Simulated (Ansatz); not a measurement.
Here is the system:

A slab with vacuum along the third vector:

```xyz
28
Lattice="3.1141 0.0000 0.0000 0.0000 8.1295 0.0000 0.0000 0.0000 30.0000" Properties=species:S:1:pos:R:3 pbc="T T T"
N      2.3356     2.7678     7.8339
Ge     0.7785     3.0505     8.6290
Ge     0.7785     6.0380    10.5684
N      2.3356     7.0103    10.1282
N      0.7785     1.5838    10.5238
N      0.7785     4.2745    10.1615
Ge     2.3356     0.5875    10.9236
Ge     0.7785     3.2358    11.6601
N      2.3356     0.2239    12.7611
N      2.3356     3.0883    12.6880
N      0.7785     5.8147    12.4873
Ge     2.3356     6.5554    13.2299
Ge     2.3356     1.6603    13.9065
N      0.7785     1.7308    14.9281
N      2.3356     6.3986    15.0719
Ge     0.7785     6.4691    16.0935
Ge     0.7785     1.5740    16.7701
N      2.3356     2.3148    17.5127
N      0.7785     5.0411    17.3120
N      0.7785    -0.2239    17.2389
Ge     2.3356     4.8936    18.3399
Ge     0.7785     7.5420    19.0764
N      2.3356     3.8549    19.8385
N      2.3356     6.5456    19.4762
N      0.7785     1.1191    19.8718
Ge     2.3356     2.0915    19.4316
Ge     2.3356     5.0789    21.3710
N      0.7785     5.3617    22.1662
```

Slab: 28 atoms, Ge12N16, 13.7 Å thick at the start; k 8x3x1, smearing 0.025 eV, dipole-corrected; all atoms relaxed; start symmetry kept, larger cells not searched; no spin, no spin-orbit, no U.

Question: Predict the ionisation potential (bulk valence edge below the top vacuum level) from Ansatz (a first-principles code) with PBE.

Answer: 7.38 eV

Question: Predict the surface energy (mean of both faces) from PBE.

Answer: 1.49 J/m²
